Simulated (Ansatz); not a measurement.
A self-consistent single point of a (001) slab of Hf2Hg (cut from a parent of space group no. 139; 6 atoms in the cell) with Ansatz (a program for electronic structure).

Method of the run: PBEsol, default PAW files made with PBE (plane waves; Ansatz).

```xyz
6
Lattice="3.3201 0.0000 0.0000 0.0000 3.3201 0.0000 0.0000 0.0000 23.6185" Properties=species:S:1:pos:R:3 pbc="T T T"
Hf     1.6600     1.6600    16.6185
Hf     0.0000     0.0000     7.0000
Hg     0.0000     0.0000    14.7013
Hf     0.0000     0.0000    10.8344
Hf     1.6600     1.6600    12.7841
Hg     1.6600     1.6600     8.9172
```

Reference input (self-consistent single point, DFT, PBEsol, plane waves, default PAW files made with PBE): basis.ecutwfc = 30.9 Ry; kpoints.mp_grid.grid = 9 9 1; hamiltonian.xc = pbesol; hamiltonian.pseudopotentials = {kind: paw} (the program's default PAW files); scf.occupations.method = fermi_dirac; scf.occupations.width = 0.0073 Ry. This run's input differs from it in these lines:

Ansatz 0.2 input:
```diff
@@ -13,3 +13,3 @@
 basis:
-  ecutwfc: 30.9 Ry
+  ecutwfc: 61.7 Ry
 kpoints:
```

Output, abridged:

```
SCF iter   1: F=—  HF=-89725.587190 eV  |F-HF|=—  |Δ(HF+E_count)|=         —  Δρ=3.55e-3  dr2=5.97e-1  ethr=1.77e-3  ⟨swp⟩=6.3  Hψ=4568  notcnv=0
all-band conjugate gradients solve this SCF's bands
preconditioner: auto → LDOS
SCF iter   2: F=—  HF=-89725.567701 eV  |F-HF|=—  |Δ(HF+E_count)|=   1.95e-2  Δρ=2.03e-3  dr2=3.74e-2  ethr=4.15e-4  ⟨swp⟩=2.0  Hψ=1770  notcnv=0  defer=12
   [... lines left out ...]
SCF iter   6: F=—  HF=-89725.562892 eV  |F-HF|=—  |Δ(HF+E_count)|=   5.51e-5  Δρ=3.60e-5  dr2=7.97e-6  ethr=2.23e-8  ⟨swp⟩=2.0  Hψ=2192  notcnv=0  defer=12
SCF iter   7: F=—  HF=-89725.562895 eV  |F-HF|=—  |Δ(HF+E_count)|=   2.94e-6  Δρ=1.21e-5  dr2=1.45e-6  ethr=5.53e-9  ⟨swp⟩=2.0  Hψ=1604  notcnv=0  defer=12
SCF iter   8: F=—  HF=-89725.562895 eV  |F-HF|=—  |Δ(HF+E_count)|=   3.38e-7  Δρ=7.39e-6  dr2=2.62e-7  ethr=1.01e-9  ⟨swp⟩=2.0  Hψ=2068  notcnv=0  defer=12
SCF iter   9: F=-89725.562895 eV  HF=-89725.562895 eV  |F-HF|=9.69e-8  |Δ(HF+E_count)|=   6.43e-8  Δρ=4.24e-6  dr2=9.03e-8  ethr=6.94e-11  ⟨swp⟩=10.3  Hψ=6031  notcnv=0
SCF 1 converged in 9 iterations: F = -89725.562895 eV  dr2 = 9.03e-8
Free energy (F): -89725.562895 eV
Internal energy: -89725.312048 eV  (E = F + TS)
E sigma→0 (E₀):  -89725.437471 eV
Entropy (-TS):   -0.250847 eV (-41.808 meV/atom)
Fermi energy:    7.760150 eV
--- Forces (eV/Å), atoms counted from 1 ---
  atom   1  Hf    -0.00000000     0.00000000    -0.31866674
  atom   2  Hf    -0.00000000     0.00000000     0.31866674
  atom   3  Hg     0.00000000     0.00000000     0.25035642
  atom   4  Hf     0.00000000     0.00000000     0.14674574
  atom   5  Hf     0.00000000     0.00000000    -0.14674574
  atom   6  Hg    -0.00000000     0.00000000    -0.25035642
--- Stress (GPa, compression-positive) ---
       -4.610885       0.000000       0.000000
        0.000000      -4.610885      -0.000000
        0.000000      -0.000000      -1.171567
  P = ⅓ Tr σ = -3.4644 GPa (-34.644 kbar)
  The stress holds the Pulay correction. Without it, at fixed plane waves, as pw.x and ABINIT print it: P = -3.4656 GPa
```

The run converged in 9 iterations. Against the reference run the free energy drops by 1.4 meV/atom and the largest force moves little (0.318 to 0.319 eV/Å).

The starting cell comes from a database of computed structures (which also holds hypothetical and non-ambient phases and stackings), without a prior relaxation at this level. The slab is cut from that crystal, and its faces are unrelaxed. Its lattice was rescaled by up to half a per cent. Spin-orbit coupling is off.

Cost on one core of a shared machine: roughly 50 s.
